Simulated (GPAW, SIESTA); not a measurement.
A GPAW input for a self-consistent single point of NaH (Fm-3m, 2 atoms in the cell) (DFT PBEsol, plane waves, GPAW PAW datasets PBEsol (made by gpaw-setup)):

```python
from ase import Atoms
from ase.units import GPa
from gpaw import GPAW, PW, FermiDirac

atoms = Atoms(['Na', 'H'],
              cell=[[0.000000, 2.440000, 2.440000],
                    [2.440000, 0.000000, 2.440000],
                    [2.440000, 2.440000, 0.000000]],
              positions=[[0.000000, 0.000000, 0.000000],
                         [2.440000, 2.440000, 2.440000]],
              pbc=True)

calc = GPAW(mode=PW(850),
            xc='PBEsol',
            kpts={'size': (6, 6, 6), 'gamma': True},
            occupations=FermiDirac(0.05),
            nbands=-8,
            convergence={'forces': 0.001, 'bands': -6},
            symmetry={'symmorphic': False, 'tolerance': 0.0005},
            maxiter=120,
            txt='-')

atoms.calc = calc

energy = atoms.get_potential_energy()
print('Energy (eV):', round(energy, 6))
forces = atoms.get_forces()
print('Forces (eV/Ang):')
print(forces.round(5))
stress = atoms.get_stress()
print('Stress (GPa, Voigt):', (stress / GPa).round(4))
```

Q: Give the SIESTA input for the same structure, mesh, smearing and functional.

A: This is the input that was run; spellings and numerical settings could be chosen otherwise.

```
# files in the folder: Na.psml H.psml (PseudoDojo PBEsol standard)
SystemName  NaH
SystemLabel nah

NumberOfAtoms                2
NumberOfSpecies              2
%block ChemicalSpeciesLabel
  1 11 Na
  2 1 H
%endblock ChemicalSpeciesLabel
LatticeConstant              1.0 Bohr
%block LatticeVectors
     0.000000000    4.610931744    4.610931744
     4.610931744    0.000000000    4.610931744
     4.610931744    4.610931744    0.000000000
%endblock LatticeVectors
AtomicCoordinatesFormat      ScaledCartesian
%block AtomicCoordinatesAndAtomicSpecies
     0.000000000    0.000000000    0.000000000  1
     4.610931744    4.610931744    4.610931744  2
%endblock AtomicCoordinatesAndAtomicSpecies

XC.functional                GGA
XC.authors                   PBEsol
PAO.BasisSize                TZP
PAO.EnergyShift              0.01 Ry
MeshCutoff                   300 Ry
%block kgrid.MonkhorstPack
    6   0   0  0.0
    0   6   0  0.0
    0   0   6  0.0
%endblock kgrid.MonkhorstPack
OccupationFunction           FD
ElectronicTemperature        580.23 K

MaxSCFIterations             150
SCF.Mixer.Method             Broyden
SCF.Mixer.Weight             0.2
SCF.Mixer.History            8
SCF.DM.Tolerance             1.0E-04
Diag.ParallelOverK           true
WriteForces                  true
Charge.Mulliken              end
```

Basis settings and potentials, where a program has them, do not carry over. This input uses DFT, GGA PBEsol, numerical atomic orbitals TZP, PseudoDojo PBEsol standard norm-conserving potentials (rewritten from UPF to PSML). Both were run: pressure -1.16 GPa in GPAW and -1.25 in SIESTA; gap on the mesh 3.572 eV in GPAW and 3.617 in SIESTA.

On GPAW: the starting cell has typed, rounded lattice constants, without a prior relaxation at this level.

On SIESTA: the starting cell has typed, rounded lattice constants, without a prior relaxation at this level. Values carry the incompleteness of an atom-centred basis.
